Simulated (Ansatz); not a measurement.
S on the 1x1 (110) surface of zinc-blende InP (cut with top plane In + P), one in a 1x1 cell, started at the site 'hollow In-In-P-P'

Host crystal: zinc-blende InP, with a band gap (PBE, scalar-relativistic without spin-orbit coupling).

The numbers are results of PBE (plane waves to 420 eV, PAW; Ansatz, a quantum-chemistry and plane-wave program), not measurements.

Model: 11-atom slab, 8.9 Å thick at the start under the adsorbate (thin: gaps and levels are the slab's own), 6x4x1 mesh, Fermi-Dirac 0.01 eV, dipole correction, 4 atoms held, the rest relaxed; start symmetry kept, larger cells not searched; spin-polarised, ending with about 0.1 μB a cell, a value that depends on the mesh; orders that need a larger cell were not tried, no spin-orbit, no U, no dispersion correction. The slab shows no gap over 0.04 eV on its mesh. At the end it is bonded to P. In PBE it is, or lies within 0.03 eV of, the lowest of the starts that converged.

The adsorption energy against ⅛ S8(g) is -0.15 eV and the work function of the top face comes out as 5.05 eV. The change of the step from the bottom to the top vacuum level, against the clean slab comes out as 0.49 eV. The energy released by relaxation comes out as 1.56 eV. The height of the binding atom over the mean of the host atoms within 0.3 Å of the top one comes out as 1.113 Å. The nearest host atoms of the binding atom is P at 2.06 Å, In at 3.34 Å, In at 3.47 Å, the largest move of a host atom is 0.85 Å and the note is in the relaxation the adsorbate left its starting site by 1.0 Å. The cost is around 15 core-minutes (rough).

A negative adsorption energy means that the adsorbate is more stable on the surface than in its reference.
